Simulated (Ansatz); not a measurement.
Structure of amorphous In24O37Sr (periodic cell):

```xyz
62
Lattice="9.5861 0.0635 0.1889 0.0635 9.5227 -0.1053 0.1889 -0.1053 9.7553" Properties=species:S:1:pos:R:3 pbc="T T T"
In     1.5208     2.6240     8.8673
In     9.6628     9.2999     9.4004
In     1.8595     6.5557     4.1268
In     5.9165     1.6832     3.1773
In     7.9275     6.5110     9.2954
In     0.8722     2.9719     5.3144
In     6.8188     6.5922     5.8023
In     4.3897     0.0109     5.2785
In     7.6803     3.8462     6.8395
In     4.6146     2.0817     9.3044
In     1.6836     6.3716     0.7399
In     2.7390     3.6059     2.2134
In     3.2820     8.3535     8.2926
In     7.3186     0.6484     6.6764
In     1.0183     5.7778     7.1443
In     8.4227     8.0720     2.8852
In     9.1768     1.6197     2.5440
In     1.3732     9.3299     5.7911
In     6.2108     8.9128     9.6511
In     4.0575     3.3221     5.5807
In     8.5174     4.7960     3.0633
In     7.2486     3.1039     0.3722
In     4.5986     5.1168     8.3059
In     2.6500    -0.0035     2.1669
O      3.0714     8.0473     0.6259
O      5.9517     1.4116     0.9407
O      1.6852     4.2954     0.4868
O      5.6148     4.8409     6.3876
O      2.6036     1.6543     5.3916
O      0.4248     9.2184     1.5164
O      7.9063     8.9488     8.3296
O      2.2301     4.7701     5.3889
O      1.9342     8.6670     3.7912
O      9.2712     1.2149     6.0684
O      4.5531     0.0321     3.1827
O      7.1538     6.4121     3.7412
O      7.7719     0.4341     3.6001
O      7.5035     3.0018     2.5614
O      4.4584     3.3520     3.4372
O      0.5913     7.2631     5.7244
O      6.9617     2.3877     8.0625
O      2.7864     1.7911     0.9534
O      0.2612     6.3854     2.5775
O      5.6944     1.7415     5.4463
O      0.4100     7.0134     9.0603
O      3.0025     5.7919     2.4866
O      0.3975     3.7169     7.3999
O      5.7468     6.7881     9.0490
O      4.8126     0.2098     8.3760
O      7.8271     5.0496     0.9222
O      6.2985     8.5476     5.7917
O      8.1267     5.8675     7.3024
O      0.8664     3.0280     3.1218
O      2.8209     6.2175     8.2663
O      7.1626     7.8804     1.2148
O      9.1430     2.0148     0.3396
O      3.5474     3.2002     7.8090
O      1.6276     0.3773     8.1487
O      3.2418     8.2404     6.1982
O      8.6402     4.1193     5.0696
O      5.1249     4.0943     0.2345
Sr     5.3982     6.0434     1.8866
```

The numbers are results of PBE, scalar-relativistic without spin-orbit coupling (plane waves to 420 eV, PAW; Ansatz, an electronic-structure program), not measurements.

Preparation: random packing, a CHGNet melt and quench, and a DFT relaxation. O atoms were pushed apart under 1.9 Å during the dynamics, to hinder bonds among them. The hot cell started wider than the set density and was brought back towards it in steps. It is the lowest in DFT energy of 2 quenches. It is a model cell: composition and starting density were chosen by hand, and all elements were melted together. No dispersion term was used. Its density started from a set value of 6.45 and ended at 6.41 g/cm³. Cooling (nominally 280 K/ps over its main leg) ran many orders faster than in experiment, which tends to leave more defects and strain. Values belong to this one cell and scatter from quench to quench. Volume and shape were free in the relaxation.

Cut-offs for bonds: In-In 3.12 Å, In-O 2.76 Å, In-Sr 3.65 Å, O-O 1.58 Å, O-Sr 3.13 Å, Sr-Sr 4.18 Å. Two cations that share two anions don't count as bonded, nor two that share one unless they lie closer than In-In 3.04 Å, In-Sr 3.55 Å, Sr-Sr 4.07 Å.

Give the coordination numbers, mean bond lengths and angles.


* **Mean coordination of In by anions**: 5.42 (1 with 4, 12 with 5, 11 with 6)
* **Mean coordination of O**: 3.68 (12 with 3, 25 with 4)
* **Mean coordination of Sr by anions**: 6.00 (1 with 6)
* **Mean In-O bond**: 2.205 Å (spread 0.115 Å, 130 counted)
* **Mean O-Sr bond**: 2.633 Å (spread 0.105 Å, 6 counted)
* **Bond angle at In**: mean 105.3°, spread 28.6°
* **Bond angle at O**: mean 109.7°, spread 17.6°
* **Bond angle at Sr**: mean 97.2°, spread 30.7°

List the pairs of like atoms that count as bonded by the rules above.

There are none by these rules.
